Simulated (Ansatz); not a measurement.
## GeS (model structure, started from the litharge type, P4/nmm, No. 129, 4 atoms in the cell)

Computed with PBEsol (PAW; Ansatz, a quantum-chemistry and plane-wave program).

Settings: plane-wave cutoff 500 eV, 10×10×8 k mesh (along the axes of the cell as run), Fermi–Dirac smearing 0.05 eV, scalar-relativistic PAW data made under PBE.

Cell (relaxed at this level):

```
GeS
1.0
    4.56481     0.00000     0.00000
    0.00000     4.56481     0.00000
    0.00000     0.00000     3.95891
Ge S
2 2
Direct
  0.50000   0.00000   0.27094
  0.00000   0.50000   0.72906
  0.00000   0.00000   0.00000
  0.50000   0.50000   0.00000
```

For GeS (model structure, started from the litharge type, P4/nmm, No. 129, 4 atoms in the cell), the band gap is 0.18 eV (on the SCF k mesh).

Note: the relaxation could raise the start's symmetry but not lower it, so the cell can be a saddle point.

Spin–orbit coupling is not included.

The computed numbers hold no vibrational or temperature effects.

A model structure was made by putting elements into a prototype or built by hand; it is no filed structure, need not be a known phase, and can be a saddle point held by its symmetry.
